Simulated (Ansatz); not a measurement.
**A self-consistent single point of the (110) slab of FeAl (cut from a parent of space group no. 221; 10 atoms in the cell) with Ansatz (a quantum-chemistry and plane-wave program)**

Computed with LDA (PW92), default PAW files made with PBE (plane waves; Ansatz).

This input was run:

Ansatz 0.2 input:
```yaml
crystal:
  lattice:
    - [2.918730, 0.000000, 0.000000]
    - [0.000000, 4.127708, 0.000000]
    - [0.000000, 0.000000, 22.255505]
  atoms:
    - { symbol: Al, position: [0.500000, 0.250000, 0.314529] }
    - { symbol: Fe, position: [0.000000, 0.750000, 0.314529] }
    - { symbol: Al, position: [0.500000, 0.750000, 0.407266] }
    - { symbol: Fe, position: [0.000000, 0.250000, 0.407266] }
    - { symbol: Al, position: [0.500000, 0.250000, 0.499998] }
    - { symbol: Fe, position: [0.000000, 0.750000, 0.499998] }
    - { symbol: Al, position: [0.500000, 0.750000, 0.592734] }
    - { symbol: Fe, position: [0.000000, 0.250000, 0.592734] }
    - { symbol: Al, position: [0.500000, 0.250000, 0.685471] }
    - { symbol: Fe, position: [0.000000, 0.750000, 0.685471] }
basis:
  ecutwfc: 420.0
kpoints:
  mp_grid: { grid: [7, 5, 1] }
hamiltonian:
  xc: lda
  pseudopotentials: { kind: paw }
scf:
  occupations: { method: fermi_dirac, width: 0.1 }
output:
  forces: true
  eigenvalues: true
  stress: true
```

The program printed (abridged):

```
WARN the atoms were moved onto the symmetric positions of the space group found under crystal.symmetry.tolerance 1.0e-5 (fractional …
WARN ansatz: RAYON_NUM_THREADS=1 ignored (pool sized by the plan → 1); use --threads N
Pseudopotentials: kind: paw
Pseudopotential: Al, paw, valence charge 3
Pseudopotential: Fe, paw, valence charge 16
Crystal: 10 atoms, lattice volume = 268.127 Å³
Basis set: ecut = 420 eV, 5199 PW (Γ)
Bands: 58, of which v1, the nominal top of the filled ones, is band 48 counted from 1 (47 counted from 0)
Symmetry: 8 space group operations
Space group: Pmmm (ITA 47), of the structure as read, at distance tolerance 6.4e-5 Å
k-points: 12 of 35
PAW frozen core: Al, regenerated for the run's functional, and the local potential with it
PAW frozen core: Fe, regenerated for the run's functional, and the local potential with it
Initial density: superposition of atomic densities (neutral atoms: chi_scale 0, normalization atom), corrected by the library's trained network
Initial wavefunctions: pseudopotential atomic-orbital guess
Eigensolver: davidson
Functional: x = slater, c = lda
SCF iter   1: F=—  HF=-24663.567968 eV  |F-HF|=—  |Δ(HF+E_count)|=         —  Δρ=1.11e-2  dr2=4.09e-1  ethr=1.77e-3  ⟨swp⟩=9.0  Hψ=3114  notcnv=0
all-band conjugate gradients solve this SCF's bands
preconditioner: auto → LDOS
SCF iter   2: F=—  HF=-24663.567804 eV  |F-HF|=—  |Δ(HF+E_count)|=   1.65e-4  Δρ=6.95e-3  dr2=6.57e-2  ethr=4.30e-4  ⟨swp⟩=2.6  Hψ=1240  notcnv=0
SCF iter   3: F=—  HF=-24663.562463 eV  |F-HF|=—  |Δ(HF+E_count)|=   5.34e-3  Δρ=5.05e-3  dr2=4.26e-2  ethr=6.92e-5  ⟨swp⟩=2.6  Hψ=1306  notcnv=0
SCF iter   4: F=—  HF=-24663.557452 eV  |F-HF|=—  |Δ(HF+E_count)|=   5.01e-3  Δρ=1.79e-3  dr2=7.06e-3  ethr=4.49e-5  ⟨swp⟩=1.3  Hψ=721  notcnv=0
SCF iter   5: F=—  HF=-24663.557037 eV  |F-HF|=—  |Δ(HF+E_count)|=   4.15e-4  Δρ=5.09e-4  dr2=2.04e-4  ethr=7.43e-6  ⟨swp⟩=2.0  Hψ=964  notcnv=0
SCF iter   6: F=—  HF=-24663.556973 eV  |F-HF|=—  |Δ(HF+E_count)|=   6.44e-5  Δρ=5.92e-5  dr2=9.78e-6  ethr=2.15e-7  ⟨swp⟩=2.2  Hψ=1183  notcnv=0
SCF iter   7: F=—  HF=-24663.557022 eV  |F-HF|=—  |Δ(HF+E_count)|=   4.91e-5  Δρ=4.45e-5  dr2=6.37e-6  ethr=1.03e-8  ⟨swp⟩=2.0  Hψ=1094  notcnv=0
SCF iter   8: F=—  HF=-24663.557026 eV  |F-HF|=—  |Δ(HF+E_count)|=   3.82e-6  Δρ=8.07e-6  dr2=1.11e-7  ethr=6.71e-9  ⟨swp⟩=1.1  Hψ=702  notcnv=0
SCF iter   9: F=-24663.557026 eV  HF=-24663.557026 eV  |F-HF|=6.13e-8  |Δ(HF+E_count)|=   2.76e-7  Δρ=6.37e-6  dr2=8.86e-8  ethr=1.05e-10  ⟨swp⟩=9.2  Hψ=3164  notcnv=0
SCF 1 converged in 9 iterations: F = -24663.557026 eV  dr2 = 8.86e-8
SCF converged after 9 iterations
Free energy (F): -24663.557026 eV
Harris-Foulkes:  -24663.557026 eV  (|F-HF|=6.13e-8)
Internal energy: -24662.986357 eV  (E = F + TS)
E sigma→0 (E₀):  -24663.271691 eV
Entropy (-TS):   -0.570669 eV (-57.067 meV/atom)
Fermi energy:    3.441043 eV
--- Per-component energies (eV) ---
  E_band       = -2205.800520
  E_kinetic    = 1891.411651
  E_local      = -88043.082976  (includes V_loc(G=0)·N_el)
  E_nonlocal   = 1163.292859
  E_hartree    = 42603.006488
  E_xc         = -782.912083
  E_vxc        = -905.048569  (∫ρ·V_xc dr)
  E_paw        = -8746.472724  (= ΣΔE_a)
  E_vpaw       = -1518.361681  (= ΣTr[D̂ρ^β])
  E_aug_tail   = 0.004159  (compensation charges beyond the density's cutoff)
  E_ewald      = 27249.480008
  E_core_change = 2.286261  (= ΣΔE_core)
  E_smearing   = -0.570669  (= −TS)
  E_closure    = -0.000000  (closes the sum)
  Σ components = -24663.557026   (vs F -24663.557026, Δ=0.00e0)
--- Forces (eV/Å), atoms counted from 1 ---
  atom   1  Al     0.00000000     0.00000000     0.27292062
  atom   2  Fe     0.00000000     0.00000000     1.08483103
  atom   3  Al     0.00000000     0.00000000    -0.01658373
  atom   4  Fe     0.00000000     0.00000000     0.08641376
  atom   5  Al     0.00000000     0.00000000     0.00000000
  atom   6  Fe    -0.00000000     0.00000000     0.00000000
  atom   7  Al     0.00000000     0.00000000     0.01658373
  atom   8  Fe     0.00000000     0.00000000    -0.08641376
  atom   9  Al     0.00000000     0.00000000    -0.27292062
  atom  10  Fe     0.00000000     0.00000000    -1.08483103
  max |Σ_I F_I| component: 2.22e-16 eV/Å
--- Stress (GPa, compression-positive) ---
      -10.544819       0.000000       0.000000
        0.000000      -9.907434       0.000000
        0.000000       0.000000      -6.868276
  P = ⅓ Tr σ = -9.1068 GPa (-91.068 kbar)
  The stress holds the Pulay correction. Without it, at fixed plane waves, as pw.x and ABINIT print it: P = -9.1579 GPa
--- Band table (eV; the first three rows and the last of 12) ---
  k-point 0: bands = ["-82.0133", "-82.0095", "-82.0075", "-81.9521", "-81.9521", "-48.5222", "-48.5206", "-48.5100", "-48.5078", "-48.4952", "-48.4952", "-48.4879", "-48.4869", "-48.4721", "-48.4584", "-48.4579", "-48.4578", "-48.4572", "-48.3345", [...]
  k-point 1: bands = ["-82.0128", "-82.0095", "-82.0080", "-81.9521", "-81.9521", "-48.5237", "-48.5227", "-48.5104", "-48.5077", "-48.4951", "-48.4951", "-48.4870", "-48.4857", "-48.4720", "-48.4581", "-48.4579", "-48.4575", "-48.4574", "-48.3346", [...]
  k-point 2: bands = ["-82.0116", "-82.0094", "-82.0091", "-81.9521", "-81.9521", "-48.5274", "-48.5238", "-48.5127", "-48.5065", "-48.4951", "-48.4951", "-48.4864", "-48.4833", "-48.4716", "-48.4580", "-48.4579", "-48.4574", "-48.4571", "-48.3349", [...]
  k-point 11: bands = ["-82.0080", "-82.0058", "-82.0054", "-81.9485", "-81.9485", "-48.5427", "-48.5427", "-48.5221", "-48.5210", "-48.5185", "-48.5077", "-48.5074", "-48.5074", "-48.5019", "-48.4821", "-48.4789", "-48.4532", "-48.4529", [...]
```

The run converged in 9 iterations.

The starting cell has typed, rounded lattice constants, without a prior relaxation at this level. The slab is cut from that crystal, and its faces are unrelaxed. Its lattice was rescaled by up to half a per cent. Spin polarisation is off. Forces in this geometry exceed 1 eV/Å.
